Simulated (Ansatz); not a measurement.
An Ansatz (a first-principles code) input for fluorite-type CoSi2 (0 0 1) on silicon (0 0 1), B on 2 of 2 substrate sites at each interface (film strained to the substrate, faces as cut):

Ansatz 0.2 input:
```yaml
crystal:
  lattice:
    - [7.735748, 0.0, -0.194799648]
    - [0.0, 3.867874, -0.073821726]
    - [-3.661610927, -0.555766566, 26.065529602]
  atoms:
    - { symbol: Si, position: [0.485061934, -0.10513819, 0.063316738] }
    - { symbol: Si, position: [-0.014940415, -0.105137099, 0.063315689] }
    - { symbol: B, position: [0.136215191, -0.128453911, 0.009074984] }
    - { symbol: B, position: [0.636223526, -0.128454704, 0.00907423] }
    - { symbol: Si, position: [0.79622341, 0.425820458, 0.167829852] }
    - { symbol: Si, position: [0.296224148, 0.425820526, 0.167829917] }
    - { symbol: Si, position: [0.516440629, 0.409410433, 0.115752373] }
    - { symbol: Si, position: [0.016440688, 0.409410215, 0.115752754] }
    - { symbol: Si, position: [0.608989622, -0.040751493, 0.2734036] }
    - { symbol: Si, position: [0.108989388, -0.040751634, 0.27340355] }
    - { symbol: Si, position: [0.328251996, -0.058848963, 0.220761728] }
    - { symbol: Si, position: [0.828251684, -0.058849148, 0.220761754] }
    - { symbol: Si, position: [0.9230424, 0.495433047, 0.378788243] }
    - { symbol: Si, position: [0.423042266, 0.495432453, 0.378788069] }
    - { symbol: Si, position: [0.642027845, 0.475069394, 0.326095375] }
    - { symbol: Si, position: [0.142027574, 0.475069372, 0.326095263] }
    - { symbol: Si, position: [0.737411954, 0.037357675, 0.483693109] }
    - { symbol: Si, position: [0.237412885, 0.037351196, 0.483692774] }
    - { symbol: Si, position: [0.456559198, 0.012599252, 0.431446692] }
    - { symbol: Si, position: [0.956558965, 0.012601204, 0.431447087] }
    - { symbol: B, position: [1.039696133, 0.533475597, 0.568334378] }
    - { symbol: B, position: [0.539722046, 0.53347526, 0.568334005] }
    - { symbol: Si, position: [0.768094423, 0.555528044, 0.53729617] }
    - { symbol: Si, position: [0.268101432, 0.555525964, 0.537301458] }
    - { symbol: Co, position: [0.734877659, 0.773444453, 0.778222726] }
    - { symbol: Co, position: [0.234878136, 0.773444299, 0.778222925] }
    - { symbol: Co, position: [0.917581916, 0.239105932, 0.675564724] }
    - { symbol: Co, position: [0.417578191, 0.239104375, 0.675563309] }
    - { symbol: Co, position: [0.860024065, 0.863105034, 0.98217546] }
    - { symbol: Co, position: [0.360024023, 0.863108327, 0.982174994] }
    - { symbol: Co, position: [0.045595888, 0.312614863, 0.878440654] }
    - { symbol: Co, position: [0.545595449, 0.312614691, 0.878440591] }
    - { symbol: Si, position: [0.458358669, 0.754080351, 0.730575219] }
    - { symbol: Si, position: [0.958359772, 0.75408078, 0.730575057] }
    - { symbol: Si, position: [0.708024958, 0.257882603, 0.729163148] }
    - { symbol: Si, position: [0.208026343, 0.257883184, 0.729163261] }
    - { symbol: Si, position: [0.638720085, 0.207526239, 0.627032956] }
    - { symbol: Si, position: [0.138716787, 0.207525543, 0.627031066] }
    - { symbol: Si, position: [0.429097875, 0.723220505, 0.628954961] }
    - { symbol: Si, position: [0.929087585, 0.723233426, 0.628955392] }
    - { symbol: Si, position: [0.579805955, 0.825782645, 0.929382247] }
    - { symbol: Si, position: [0.079807348, 0.825781812, 0.929381143] }
    - { symbol: Si, position: [0.830382258, 0.348748263, 0.933380206] }
    - { symbol: Si, position: [0.330382884, 0.348750463, 0.933380849] }
    - { symbol: Si, position: [0.768127805, 0.289681884, 0.830648568] }
    - { symbol: Si, position: [0.268128004, 0.289680764, 0.830648548] }
    - { symbol: Si, position: [0.514342485, 0.793302441, 0.828579278] }
    - { symbol: Si, position: [0.014341993, 0.793302046, 0.828579103] }
basis:
  ecutwfc: 420
  ecutrho_ratio: 4
  xc_grid: 2
kpoints:
  mp_grid: { grid: [4, 7, 1] }
hamiltonian:
  xc: pbe
  dispersion: none
  pseudopotentials: { kind: paw }
scf:
  n_extra_bands: 40
  occupations: { method: fermi_dirac, width: 0.05 }
output:
  forces: true
  stress: true
  eigenstates:
    kpoints:
      - [0, 0, 0]
      - [0.5, 0, 0]
      - [0, 0.5, 0]
      - [0.5, 0.5, 0]
    e_range: [-3.5, 3.5]
    localisation: true
relax:
  f_tol: 0.04
  max_steps: 70
  cell: { fix: [a, b, gamma], stress_tol: 0.3 }
```

All values below come from PBE (plane waves to 420 eV, PAW; Ansatz). Scalar-relativistic, without spin–orbit coupling; the runs are not spin-polarised. Its k-point mesh 4×7×1, Fermi–Dirac width 0.05 eV.

### Question
What does the end of the output print (band table and long remarks left out, numbers rounded to eight decimals)?

### Answer
```
SCF converged after 7 iterations
Free energy (F): -64526.802748 eV
Harris-Foulkes:  -64526.802748 eV  (|F-HF|=8.32e-9)
Internal energy: -64526.694652 eV  (E = F + TS)
E sigma→0 (E₀):  -64526.748700 eV
Entropy (-TS):   -0.108096 eV (-2.252 meV/atom)
Fermi energy:    8.422512 eV
--- Per-component energies (eV) ---
  E_band       = -2838.855066
  E_kinetic    = 5339.849611
  E_local      = -125364.050593  (includes V_loc(G=0)·N_el)
  E_nonlocal   = 4575.107975
  E_hartree    = 60069.192006
  E_xc         = -3408.897212
  E_vxc        = -3507.619709  (∫ρ·V_xc dr)
  E_paw        = -30896.693307  (= ΣΔE_a)
  E_vpaw       = -4020.560289  (= ΣTr[D̂ρ^β])
  E_aug_tail   = 0.000858  (compensation charges beyond the density's cutoff)
  E_ewald      = 25158.796010
  E_smearing   = -0.108096  (= −TS)
  E_closure    = 0.000000  (closes the sum)
  Σ components = -64526.802748   (vs F -64526.802748, Δ=0.00e0)
--- Forces (eV/Å), atoms counted from 1 ---
  atom   1  Si     0.00994959     0.00212918    -0.00418187
  atom   2  Si    -0.01661074     0.00196005    -0.00046520
  atom   3  B     -0.01433488    -0.00252567    -0.01014680
  atom   4  B      0.01511637    -0.00210771     0.01157015
  atom   5  Si    -0.00125169     0.00101631     0.00610332
  atom   6  Si    -0.00132682     0.00096350     0.00371823
  atom   7  Si     0.00082851    -0.00114664    -0.00275230
  atom   8  Si     0.00192170    -0.00110387    -0.00260515
  atom   9  Si    -0.00320484    -0.00061681    -0.00236082
  atom  10  Si    -0.00035610    -0.00063475    -0.00210769
  atom  11  Si     0.00049818     0.00023523     0.00259345
  atom  12  Si     0.00246778     0.00039223     0.00383191
  atom  13  Si    -0.00100388    -0.00092462     0.00117184
  atom  14  Si    -0.00345813    -0.00180825    -0.00030164
  atom  15  Si     0.00305301     0.00139840    -0.00319708
  atom  16  Si    -0.00021045     0.00147414    -0.00388780
  atom  17  Si     0.00151288    -0.00459471     0.00136362
  atom  18  Si    -0.00832830    -0.00372822     0.00274870
  atom  19  Si     0.00622317     0.00376733     0.00463310
  atom  20  Si    -0.00198119     0.00112403     0.00014782
  atom  21  B      0.03645118     0.00276280    -0.01369777
  atom  22  B     -0.00826197    -0.00426583     0.01957391
  atom  23  Si    -0.01250959     0.00801162    -0.02269862
  atom  24  Si    -0.00648763     0.00170559     0.01220543
  atom  25  Co    -0.00405962     0.00028549     0.00129949
  atom  26  Co     0.00029291    -0.00135303    -0.00199738
  atom  27  Co     0.00543748     0.00175034     0.01126639
  atom  28  Co    -0.00056391     0.00605277     0.01209694
  atom  29  Co     0.01576650    -0.00132105    -0.00031994
  atom  30  Co    -0.00993267    -0.00162185     0.00481272
  atom  31  Co     0.00031152     0.00013461    -0.00132583
  atom  32  Co    -0.00059835     0.00012716    -0.00221995
  atom  33  Si     0.00128108     0.00097904    -0.00008345
  atom  34  Si     0.00678962     0.00516673    -0.00344311
  atom  35  Si    -0.00423708    -0.00039150     0.00014395
  atom  36  Si    -0.00430928    -0.00301473    -0.00383480
  atom  37  Si    -0.00334323     0.00261408    -0.00665483
  atom  38  Si     0.00730446    -0.01242001    -0.00107805
  atom  39  Si     0.00807771    -0.00063493    -0.01220985
  atom  40  Si    -0.01933368    -0.00284607    -0.00157730
  atom  41  Si    -0.00045327    -0.00124762     0.00206942
  atom  42  Si     0.00423960    -0.00094232    -0.00289058
  atom  43  Si    -0.00233142     0.00194107     0.00090921
  atom  44  Si    -0.00198049     0.00207188     0.00129758
  atom  45  Si     0.00067240    -0.00139439     0.00225567
  atom  46  Si     0.00241802    -0.00128377    -0.00058941
  atom  47  Si     0.00118578     0.00256659     0.00112778
  atom  48  Si    -0.00133323     0.00129901    -0.00032728
  max |Σ_I F_I| component: 1.39e-5 eV/Å
--- Stress (GPa, compression-positive) ---
       -3.350164      -0.042009       0.133999
       -0.042009      -3.163880       0.100868
        0.133999       0.100868      -0.009134
  P = ⅓ Tr σ = -2.1744 GPa (-21.744 kbar)
--- Relaxed structure (25 steps of the walk, 25 accepted, 1 SCFs on fresh bases) ---
  F+E_penalty+E_count = -64526.80274843 eV   max|allowed force component| = 3.645e-2 eV/Å   (the final SCF, on the basis selected at the relaxed cell)
  cell:  # Å, volume = 776.0924 Å³
    - [7.73182979, -0.00330352, -0.31391263]
    - [-0.00219668, 3.86602193, -0.14060064]
    - [-4.05836412, -1.00154425, 26.16500216]
  atoms:
    - { symbol: Si, position: [0.47049647, -0.11667560, 0.06279731] }
    - { symbol: Si, position: [-0.03285189, -0.11679365, 0.06277109] }
    - { symbol: B, position: [0.14657130, -0.14296587, 0.01087130] }
    - { symbol: B, position: [0.64869067, -0.14286666, 0.01129811] }
    - { symbol: Si, position: [0.77947653, 0.43668244, 0.16854712] }
    - { symbol: Si, position: [0.28000424, 0.43618814, 0.16798787] }
    - { symbol: Si, position: [0.49484445, 0.40974843, 0.11520173] }
    - { symbol: Si, position: [-0.00625868, 0.40969979, 0.11536801] }
    - { symbol: Si, position: [0.59913800, -0.01040945, 0.27426739] }
    - { symbol: Si, position: [0.10041056, -0.01025825, 0.27320607] }
    - { symbol: Si, position: [0.31548604, -0.03723986, 0.22072389] }
    - { symbol: Si, position: [0.81428728, -0.03672044, 0.22137171] }
    - { symbol: Si, position: [0.92140226, 0.54238171, 0.37834060] }
    - { symbol: Si, position: [0.41713940, 0.54394519, 0.37995627] }
    - { symbol: Si, position: [0.63362662, 0.51627672, 0.32723448] }
    - { symbol: Si, position: [0.13527269, 0.51630366, 0.32569228] }
    - { symbol: Si, position: [0.74086029, 0.09760643, 0.48200815] }
    - { symbol: Si, position: [0.23916199, 0.09420521, 0.48688945] }
    - { symbol: Si, position: [0.45190041, 0.07066755, 0.43291999] }
    - { symbol: Si, position: [0.95828539, 0.06868558, 0.43085477] }
    - { symbol: B, position: [1.03861249, 0.65311450, 0.57679171] }
    - { symbol: B, position: [0.65539882, 0.64860293, 0.59265234] }
    - { symbol: Si, position: [0.78621341, 0.62429031, 0.53398174] }
    - { symbol: Si, position: [0.23737389, 0.61983868, 0.53850725] }
    - { symbol: Co, position: [0.73162432, 0.73785598, 0.77645363] }
    - { symbol: Co, position: [0.24446251, 0.73754043, 0.77777552] }
    - { symbol: Co, position: [0.92659082, 0.18771464, 0.68200268] }
    - { symbol: Co, position: [0.41055510, 0.18456392, 0.66880956] }
    - { symbol: Co, position: [0.86769539, 0.84068520, 0.97903960] }
    - { symbol: Co, position: [0.36657965, 0.84045591, 0.97915800] }
    - { symbol: Co, position: [0.05577748, 0.28923076, 0.87774456] }
    - { symbol: Co, position: [0.55766334, 0.28962824, 0.87895454] }
    - { symbol: Si, position: [0.45073230, 0.71165376, 0.72352378] }
    - { symbol: Si, position: [0.96017165, 0.71290925, 0.73132262] }
    - { symbol: Si, position: [0.69225475, 0.21218493, 0.72577100] }
    - { symbol: Si, position: [0.21439280, 0.21147102, 0.72600318] }
    - { symbol: Si, position: [0.64971562, 0.16452008, 0.62747344] }
    - { symbol: Si, position: [0.12167704, 0.16300350, 0.62224371] }
    - { symbol: Si, position: [0.42376477, 0.65993659, 0.62028218] }
    - { symbol: Si, position: [0.90425812, 0.66450245, 0.63584792] }
    - { symbol: Si, position: [0.58597391, 0.81534709, 0.92990395] }
    - { symbol: Si, position: [0.08564945, 0.81522374, 0.92938273] }
    - { symbol: Si, position: [0.84055464, 0.31582941, 0.93001562] }
    - { symbol: Si, position: [0.33868488, 0.31568518, 0.92997683] }
    - { symbol: Si, position: [0.77158828, 0.26387068, 0.82818771] }
    - { symbol: Si, position: [0.27484385, 0.26319757, 0.82869970] }
    - { symbol: Si, position: [0.52365569, 0.76438066, 0.82873444] }
    - { symbol: Si, position: [0.02152604, 0.76430139, 0.82827868] }
```

Cost: about 100 core-minutes (a rough figure).
